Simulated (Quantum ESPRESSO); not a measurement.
## Equation of state of bcc Ba (space group 229): energy against volume (Quantum ESPRESSO, PBE)

```yaml
crystal:
  lattice:
    - [-2.46537, 2.46537, 2.46537]
    - [2.46537, -2.46537, 2.46537]
    - [2.46537, 2.46537, -2.46537]
  atoms:
    - { symbol: Ba, position: [0.00000, 0.00000, 0.00000] }
```

Level of theory: PBE, PSlibrary PAW (PBE) pseudopotentials (plane waves; Quantum ESPRESSO 7.5). Settings: ecutwfc = 58 Ry; ecutrho = 348 Ry; occupations = smearing; smearing = fermi-dirac; degauss = 0.0036749 Ry; potentials = {Ba: Ba.pbe-spn-kjpaw_psl.1.0.0.UPF}; K_POINTS = automatic 16 16 16 0 0 0; conv_thr = 1e-10 Ry. The cell above is the first row's. The rows scale it uniformly. In all rows the k mesh is held. E is the free energy at the stated smearing, counted from the lowest row.

```
V (Å^3/atom)  E (meV/atom)
------------  ------------
59.939                5.73
61.242                2.18
62.545                0.32
63.848                0.00
65.151                1.12
66.454                3.58
67.757                7.26
69.060               12.08
70.363                   ?
```

Fit E of the 8 rows that show it with the third-order Birch-Murnaghan form, a cubic in V^(-2/3). With u = V^(-2/3) - 0.0623, the rows have u = 0.0029921, 0.0020626, 0.0011656, 0.0002992, -0.0005383, -0.0013483, -0.0021322, -0.0028915. Least squares gives E = 0.239 - 1097.8·u + 1008857·u² - 9603891·u³. Residuals (row less fit): 0.001, -0.002, 0.005, -0.001, -0.004, 0.003, 0.001, 0.000; standard error 0.004 (degrees of freedom: 4). Its minimum lies at u = 0.0005484, so V0 = (0.0628484)^(-3/2) = 63.47. There d²E/du² = 1986000 and d³E/du³ = -5.762e7, so B0 = (4/9) × 63.47^(-7/3) × 1986000 × 0.160218 = 8.80 GPa (the last factor turns the table's units into GPa), and B0' = 4 + (2/3) × 0.0628484 × (-5.762e7)/1986000 = 2.8. The program's pressures in the fitted runs (not shown) pass through zero at V = 63.41, 0.09 % from this V0.

Task: Predict the withheld E at V = 70.363 from the fit, and compare with the calculation.

Result: u = -0.0036272, so E = 0.239 - 1097.8 × (-0.0036272) + 1008857 × (-0.0036272)² - 9603891 × (-0.0036272)³ = 17.952 meV/atom. The calculation gives 17.95 meV/atom, which the fit meets to the printed digits. The row lies outside the fitted rows, so this is an extrapolation. From the scatter of the fitted rows alone, a prediction at this place has a standard error of 0.009 meV/atom, so the miss is 0.2 times that.

Carrying the step between the two nearest rows on in a straight line would have given 16.90, off by 1.05; series whose last step already gives the withheld value aren't shown. The scan was laid around a cell of about the measured size, scaled by a guess for this functional. Spin-orbit coupling is off. Cutoffs and mesh are single choices, not tested for convergence of this quantity. Series with a scatter that would blur these digits, or in which a gap closes, are not shown. Nor are scans whose minimum lies at an end fitted in this form.
